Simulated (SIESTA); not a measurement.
Band structure of I (Cmce, 4 atoms in the cell).

```
CELL_PARAMETERS angstrom
      2.40290    -3.64700     0.00000
      2.40290     3.64700     0.00000
      0.00000     0.00000     9.82231
ATOMIC_POSITIONS crystal
  I  0.84600 0.84600 0.88300
  I  0.65400 0.65400 0.38300
  I  0.34600 0.34600 0.61700
  I  0.15400 0.15400 0.11700
```

Method: GGA PBE, numerical atomic orbitals DZP, PseudoDojo PBE standard norm-conserving potentials (rewritten from UPF to PSML) (SIESTA 5.4.2).

Settings: XC.functional = GGA; XC.authors = PBE; potentials = PseudoDojo PBE standard; PAO.BasisSize = DZP; PAO.EnergyShift = 0.01 Ry; MeshCutoff = 300 Ry; kgrid.MonkhorstPack = 4 4 2; OccupationFunction = FD; ElectronicTemperature = 0.01 eV; MaxSCFIterations = 150; SCF.Mixer.Method = Pulay; SCF.Mixer.Weight = 0.1; SCF.Mixer.History = 6; SCF.DM.Tolerance = 1.0E-05.

The starting cell has typed, rounded lattice constants, without a prior relaxation at this level. Its lattice was rescaled by a random factor within 2.5 % of one. Spin-orbit coupling is off. Values carry the incompleteness of an atom-centred basis.

Q: Predict the gap along the standard path and the places of the band edges.

A: The gap along the path is 1.06 eV, from Γ to a point between Y and X1; the smallest direct gap on it is 1.19 eV.

Levels in eV from the top of the valence band on the path, bands 11 to 15:
```json
[
 {"point": "Γ", "11": "-1.04", "12": "-0.60", "13": "-0.12", "14": "0.00", "15": "1.19"},
 {"point": "X", "11": "-1.48", "12": "-1.04", "13": "-0.72", "14": "-0.23", "15": "1.47"},
 {"point": "S", "11": "-1.26", "12": "-1.26", "13": "-0.44", "14": "-0.44", "15": "1.99"},
 {"point": "R", "11": "-0.70", "12": "-0.70", "13": "-0.03", "14": "-0.03", "15": "1.41"},
 {"point": "A", "11": "-0.75", "12": "-0.75", "13": "-0.65", "14": "-0.65", "15": "1.50"},
 {"point": "Z", "11": "-1.05", "12": "-1.05", "13": "-0.06", "14": "-0.06", "15": "1.51"},
 {"point": "Y", "11": "-1.79", "12": "-1.38", "13": "-0.78", "14": "-0.25", "15": "1.06"},
 {"point": "X1", "11": "-1.48", "12": "-1.04", "13": "-0.72", "14": "-0.23", "15": "1.47"},
 {"point": "A1", "11": "-0.75", "12": "-0.75", "13": "-0.65", "14": "-0.65", "15": "1.50"},
 {"point": "T", "11": "-1.28", "12": "-1.28", "13": "-0.90", "14": "-0.90", "15": "1.23"}
]
```

Higher empty bands are left out: an atom-centred basis made for the valence describes them poorly.
